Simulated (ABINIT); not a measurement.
# Variants of one calculation on Nb3Ga (Pm-3n, 8 atoms in the cell)

Space group Pm-3n (No. 223); a = 5.1854 Å, b = 5.1854 Å, c = 5.1854 Å, α = 90.00°, β = 90.00°, γ = 90.00°

| atom | site | symmetry | x | y | z |
|---|---|---|---|---|---|
| Nb | 6c | -4m.2 | 0.0000 | 0.5000 | 0.2500 |
| Ga | 2a | m-3. | 0.0000 | 0.0000 | 0.0000 |

Base run A: ABINIT with PBEsol, norm-conserving pseudopotentials (PseudoDojo nc-sr-04 PBEsol standard), self-consistent single point.

Its settings: pseudos = [Nb.upf, Ga.upf]; ecut = 1116 eV; ixc = -116133; occopt = 3; tsmear = 0.1 eV; ngkpt = 3 3 3; nshiftk = 1; shiftk = 0 0 0; potentials = PseudoDojo nc-sr-04 PBEsol standard; nband = 65; kptopt = 1; nstep = 100; tolvrs = 1e-10.

The starting cell comes from a database of computed structures (which also holds hypothetical and non-ambient phases and stackings), without a prior relaxation at this level. Spin polarisation is off. In the base run, with a pressure of about -5 GPa the cell is away from its equilibrium volume at this level. Without a gap this mesh is coarse (it stands for a supercell whose shortest vector is 16 Å).

ΔF is the free energy per atom less that of run A. A dash stands where there is no value to compare (another energy zero or no entropy term, no result, no spin, no clean gap, or a mesh too coarse for one). Absolute energies have different zeros for different potentials, functionals, Hubbard and dispersion terms and are not compared across them.

Run A gave: pressure (GPa) -5.34.

Runs:
- B: tsmear: 0.1 eV → 0.05 eV
- C: ecut: 1116 eV → 1279 eV
- D: ecut: 1116 eV → 680 eV
- E: tolvrs: 1e-10 → default; toldfe: default → 3.7e-06 Ha
- F: diemac: default → 50; dielng: default → 0.5 bohr
- G: tolvrs: 1e-10 → default; toldfe: default → 1e-08 Ha
- H: ixc: -116133 → 1; potentials: PseudoDojo nc-sr-04 PBEsol standard → PseudoDojo nc-sr-04 LDA standard [LDA (Teter Pade)]
- I: nstep: 100 → 200

Question: What does run H change against A?

Answer: The pressure goes from -5.34 to -9.08 GPa.

Question: What does run B change against A?

Answer: The free energy goes up by 21.6 meV/atom and the pressure goes from -5.34 to -5.57 GPa.

Question: What does run D change against A?

Answer: The free energy goes up by 1.92 eV/atom and the pressure goes from -5.34 to -116.1 GPa.

| run | ΔF (meV/atom) | pressure (GPa) |
|---|---|---|
| A | 0.00 | -5.34 |
| B | 21.6 | -5.57 |
| C | -0.25 | -5.30 |
| D | 1920.5 | -116.11 |
| E | 0.00 | -5.35 |
| F | 0.00 | -5.34 |
| G | 0.00 | -5.34 |
| H | – | -9.08 |
| I | 0.00 | -5.34 |
